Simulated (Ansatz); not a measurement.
Take RbCl in the CsCl type structure (space group Pm-3m, No. 221; a = 3.887 Å; a model cell) as the base. Axes: x, y, z lie along the cube axes.

Computed with Ansatz (a first-principles code) PBEsol, spin-orbit coupling left out.

Strains are applied to the cell and any free atomic positions relax; under biaxial strain the out-of-plane vector relaxes too.

One change was made to it. Results:

```csv
quantity,base,after
electron mass,0.36 mₑ (at Γ),"0.37 mₑ along z, 0.34 mₑ across (at Γ)"
smallest direct gap,5.03 eV,5.05 eV
energy relative to the base (free energy F),0 meV/atom,+15 meV/atom
shortest interatomic distance,3.366 Å,3.303 Å
```

Question: Which of these changes matches the shifts?
(A) uniaxial strain ε_zz = −5.77 %
(B) biaxial strain −2.19 %, plane normal [001], relaxed out of plane
(C) isotropic strain +2.00 %
(D) strain tensor (xx, yy, zz, yz, xz, xy) = (+0.00, −0.47, +0.04, −0.30, −1.55, +0.20) %

Answer: A, uniaxial strain ε_zz = −5.77 %. For comparison, the electron mass in the other runs: biaxial strain −2.19 %, plane normal [001], relaxed out of plane gives 0.34 mₑ out of plane, 0.36 mₑ in plane (at Γ); strain tensor (xx, yy, zz, yz, xz, xy) = (+0.00, −0.47, +0.04, −0.30, −1.55, +0.20) % gives 0.36 mₑ (at Γ); isotropic strain +2.00 % gives 0.37 mₑ (at Γ).

Effective masses come from finite differences of ±0.01 Å⁻¹. Stability against distortions was not tested. This is not the structure that RbCl has at room temperature and ambient pressure.
